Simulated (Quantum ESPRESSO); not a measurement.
A self-consistent single point of LaMg14Sb (Amm2, 16 atoms in the cell) with Quantum ESPRESSO.

Level of theory: LDA (PZ), GBRV 1.5 ultrasoft (LDA) pseudopotentials (plane waves; Quantum ESPRESSO 7.5).

```
CELL_PARAMETERS angstrom
     10.48855     0.00000     0.00000
      0.00000     3.23515     5.72246
      0.00000    -3.23515     5.72246
ATOMIC_POSITIONS crystal
  La 0.50000 0.16691 0.16691
  Mg 0.00000 0.16710 0.16710
  Mg 0.00000 0.66765 0.66765
  Mg 0.50000 0.17128 0.66314
  Mg 0.50000 0.66314 0.17128
  Mg 0.00000 0.16567 0.66773
  Mg 0.00000 0.66773 0.16567
  Mg 0.24089 0.33365 0.82893
  Mg 0.75911 0.82893 0.33365
  Mg 0.75911 0.33365 0.82893
  Mg 0.24089 0.82893 0.33365
  Mg 0.24263 0.33617 0.33617
  Mg 0.75737 0.33617 0.33617
  Mg 0.25115 0.83448 0.83448
  Mg 0.74885 0.83448 0.83448
  Sb 0.50000 0.66409 0.66409
```

Reference input (self-consistent single point, DFT, LDA (PZ), plane waves, GBRV 1.5 ultrasoft (LDA) pseudopotentials): ecutwfc = 40 Ry; ecutrho = 200 Ry; occupations = smearing; smearing = gaussian; degauss = 0.019992 Ry; potentials = {La: la_lda_v1.uspp.F.UPF, Mg: mg_lda_v1.4.uspp.F.UPF, Sb: sb_lda_v1.4.uspp.F.UPF}; K_POINTS = automatic 2 4 4 0 0 0; conv_thr = 1e-10 Ry. This run's input differs from it in these lines:

```diff
@@ -13,4 +13,4 @@
   ntyp = 3
-  ecutwfc = 40
-  ecutrho = 200
+  ecutwfc = 36
+  ecutrho = 180
   occupations = 'smearing'
```

Log, with long lists cut:

```
     Self-consistent Calculation

     iteration #  1     ecut=    36.00 Ry     beta= 0.70

---- Real-time Memory Report at c_bands before calling an iterative solver
           990 MiB given to the printing process from OS
           348 MiB allocation reported by mallinfo(arena+hblkhd)
------------------

     total energy              =   -2031.96922014 Ry
     estimated scf accuracy    <       8.83772893 Ry

     iteration #  2     ecut=    36.00 Ry     beta= 0.70

---- Real-time Memory Report at c_bands before calling an iterative solver
          1290 MiB given to the printing process from OS
   [... lines left out ...]
          1327 MiB given to the printing process from OS
           404 MiB allocation reported by mallinfo(arena+hblkhd)
------------------

     negative rho (up, down):  6.385E-02 0.000E+00

     total energy              =   -2037.73019269 Ry
     estimated scf accuracy    <          2.6E-09 Ry

     iteration # 15     ecut=    36.00 Ry     beta= 0.70

---- Real-time Memory Report at c_bands before calling an iterative solver
          1327 MiB given to the printing process from OS
           404 MiB allocation reported by mallinfo(arena+hblkhd)
------------------

     negative rho (up, down):  6.385E-02 0.000E+00
     End of self-consistent calculation

     the Fermi energy is     6.0844 ev

!    total energy              =   -2037.73019269 Ry
     estimated scf accuracy    <          4.6E-11 Ry
     smearing contrib. (-TS)   =      -0.02041180 Ry
     internal energy E=F+TS    =   -2037.70978089 Ry

     convergence has been achieved in  15 iterations

     negative rho (up, down):  6.385E-02 0.000E+00

     Forces acting on atoms (cartesian axes, Ry/au):

     atom    1 type  1   force =     0.00000000    0.00000000   -0.00085733
     atom    2 type  2   force =     0.00000000    0.00000000    0.00085658
     atom    3 type  2   force =     0.00000000    0.00000000    0.00167295
     atom    4 type  2   force =     0.00000000    0.00255965    0.00096151
     atom    5 type  2   force =     0.00000000   -0.00255965    0.00096151
   [... lines left out ...]
     Total force =     0.008420     Total SCF correction =     0.000035
   [... lines left out ...]

     negative rho (up, down):  6.385E-02 0.000E+00
          total   stress  (Ry/bohr**3)                   (kbar)     P=      -26.81
  -0.00018817   0.00000000   0.00000000          -27.68        0.00        0.00
   0.00000000  -0.00018378  -0.00000000            0.00      -27.04       -0.00
   0.00000000   0.00000000  -0.00017472            0.00        0.00      -25.70

   JOB DONE.
```

The run converged in 15 iterations. Against the reference run the free energy rises by 3.0 meV/atom, the pressure goes from -2.23 to -2.68 GPa and the largest force stays at 0.070 eV/Å.

The starting cell comes from a database of computed structures (which also holds hypothetical and non-ambient phases and stackings), without a prior relaxation at this level.

Cost on one core of a shared machine: roughly 20 min.
